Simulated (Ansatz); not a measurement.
System: interstitial Li in amorphous Hf10Si10O40 (a melt-quenched model of 60 atoms) (charge state +1). Calculation: PBE, PAW (plane waves to 420 eV; Ansatz, a first-principles code).

60-site cell at the glass model's own volume, the Γ point alone, smearing 0.01 eV, spin-restricted, no finite-size correction. Static, classical nuclei. Spin-orbit coupling is left out. This is one neighbourhood of one small, fast-quenched model, and the added charge may sit on a native defect of the glass. The charge state is imposed; whether it is stable for some Fermi level was not computed. Sites that were not tried may lie lower. The start lies 0.29 eV above the lowest site run (PBE).

Barriers: single points on a 2×2×2 k-point mesh shifted by half a step at the bands' geometries.

The step: a direct jump of one Li atom. Atoms about the jump, Cartesian Å from the middle of the jump, before and after:

```csv
atom,x0,y0,z0,x1,y1,z1
Li1,-0.98,0.35,-0.73,0.98,-0.35,0.73
O2,-0.93,0.21,1.36,-0.85,0.24,1.51
O3,0.59,1.69,0.13,0.74,1.61,0.30
O4,1.55,-2.89,-0.43,1.55,-2.87,-0.48
O5,1.37,-2.00,2.03,1.33,-1.96,1.91
Si6,-0.14,1.65,1.59,-0.18,1.74,1.65
Si7,0.82,-3.16,1.01,0.82,-3.23,0.95
O8,-0.76,-3.18,0.80,-0.75,-3.29,0.75
```

**Question.** Where do these atoms stand at the saddle point, and how high is it?

**Answer.** 
```
atom      x      y      z
----  -----  -----  -----
Li1    0.31  -0.47   0.06
O2    -0.88   0.18   1.45
O3     0.72   1.55   0.22
O4     1.46  -2.63  -0.43
O5     1.34  -1.93   2.04
Si6   -0.15   1.67   1.61
Si7    0.81  -3.12   1.03
O8    -0.77  -3.11   0.82
```
It lies 0.48 eV above the start and 0.060 eV above the end. The saddle point's order was not checked.
